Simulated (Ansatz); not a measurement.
Given:

```
Co
1.0
    2.45626     0.00000     0.00000
   -1.22813     2.08464     0.00000
    0.00000     0.00000     3.97213
Co
2
Direct
  0.33096   0.66191   0.75000
  0.66904   0.33809   0.25000
```

Spin-polarised, with starting moments of sign Co+ Co+.

The values are results of Kohn–Sham DFT with the PBEsol functional, run in Ansatz (a quantum-chemistry and plane-wave program) with PAW and 420 eV plane waves, no spin-orbit coupling, not measurements. Settings: 27×27×15 k-points, 0.1 eV Fermi–Dirac smearing.

**Question.** Predict the largest site moment and band gap.

**Answer.** The largest site moment is 1.61 μB and the band gap comes out as zero.

Other magnetic orders, which the real material may have, were not ruled out. The cells carry an imposed strain or load. No phonon test of stability was made. The cell was made from Co in the hcp (Mg type) structure (space group P6_3/mmc, No. 194; ferromagnetic) by this change: uniaxial strain ε_yy = −2.00 %.
